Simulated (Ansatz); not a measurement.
For SnSe (model structure, started from the 4H type, P6₃mc, No. 186, 8 atoms in the cell), LDA (Ansatz, a program for electronic structure, plane waves, PAW) gives:

```
Quantity                   Result
-------------------  ------------
lattice parameter a       4.970 Å
c axis length            11.627 Å
bulk modulus             35.5 GPa
cohesive energy      3.99 eV/atom
band gap                  0.23 eV
```

**Question.** What does r²SCAN (plane waves, PAW; Ansatz) give for the same quantities?

**Answer.** 
- lattice constant a: 5.085 Å (rises by 2.3 %)
- lattice parameter c: 11.907 Å (rises by 2.4 %)
- bulk modulus: 30.5 GPa (decreases by 14 %)
- cohesive energy: 3.17 eV/atom (drops by 0.82 eV/atom)
- band gap: 0.68 eV (goes up by 0.45 eV)

Changes are worked out from the printed values.

Unless a cell is named, each level is at its own relaxed cell (LDA 31.09, r²SCAN 33.33 Å³/atom).

Levels without +SOC leave out spin–orbit coupling, which shifts energies and cells of such heavy elements.

Levels without +SOC have no spin–orbit coupling; where heavier elements are present it shifts gaps, mostly down, and can invert bands. Density-functional gaps are differences of (generalised) Kohn–Sham levels.

Caveats: the bulk modulus is −V dP/dV from two relaxed cells at ±2 % in volume (LDA, r²SCAN). Ansatz's density-functional and Hartree–Fock values are scalar-relativistic unless marked +SOC, with PAW data made under PBE.

A model structure was made by putting elements into a prototype or built by hand; it is no filed structure, need not be a known phase, and can be a saddle point held by its symmetry.
